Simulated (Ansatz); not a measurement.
For InSb (model structure, started from the BN type, Pm-3n, No. 223, 12 atoms in the cell), PBEsol in Ansatz (plane waves, PAW) gives:

- equilibrium lattice constant a = 8.045 Å
- cohesive energy = 2.85 eV/atom
- band gap at the PBEsol cell = 0.00 eV

What does r²SCAN (plane waves, PAW; Ansatz, a first-principles code) give for the same quantities?


- lattice constant a: 8.087 Å (grows by 0.5 %)
- cohesive energy: 2.56 eV/atom (shrinks by 0.29 eV/atom)
- band gap at the PBEsol cell: 0.04 eV (grows by 0.04 eV)

Changes are worked out from the printed values.

Unless a cell is named, each level is at its own relaxed cell (PBEsol 43.39, r²SCAN 44.07 Å³/atom).

Levels without +SOC leave out spin–orbit coupling, which shifts energies and cells of such heavy elements.

Spin–orbit coupling is included only where a level's name says +SOC; with heavier elements it mostly lowers gaps and can invert bands. A gap of zero means that the bands touch or overlap. Density-functional gaps are differences of (generalised) Kohn–Sham levels.

Ansatz's density-functional and Hartree–Fock values are scalar-relativistic unless marked +SOC, with PAW data made under PBE.

A model structure was made by putting elements into a prototype or built by hand; it is no filed structure, need not be a known phase, and can be a saddle point held by its symmetry.
